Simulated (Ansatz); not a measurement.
Base system: BaAg₂GeS₄ (space group I-42m, No. 121; a = 6.7264 Å, c = 8.0504 Å). Axes: x, y, z lie along a, b, c of the conventional cell.

Calculations: plane-wave PAW DFT at the PBEsol level (Ansatz, a first-principles code, 420 eV), no spin-orbit coupling.

Base values:

| Item | Result |
|---|---|
| Gap character | indirect, M → Γ |
| Electron mass | 0.26 mₑ along c, 0.18 mₑ across (at Γ) |
| Band gap | 0.48 eV |

Perturbation: the cell is compressed by 3.00 % along z with no lateral relaxation, atoms relaxed at fixed cell.

Q: What happens to the gap character?

A: The gap character is still indirect, M → Γ.

Q: Estimate the effect on the stress.

A: The stress (xx, yy, zz, yz, xz, xy; compression positive) is (1.30, 1.30, 1.68, 0.00, 0.00, 0.00) GPa.

Q: How does this affect the electron mass?

A: The electron mass changes from 0.26 mₑ along c, 0.18 mₑ across (at Γ) to 0.28 mₑ along z, 0.18 mₑ across (at Γ).

Q: What happens to the band gap?

A: The band gap decreases by 0.07 eV, from 0.48 eV to 0.41 eV.

The cells carry an imposed strain or load. Masses are band curvatures over ±0.01 Å⁻¹ around the edge. Whether these cells are dynamically stable was not tested.
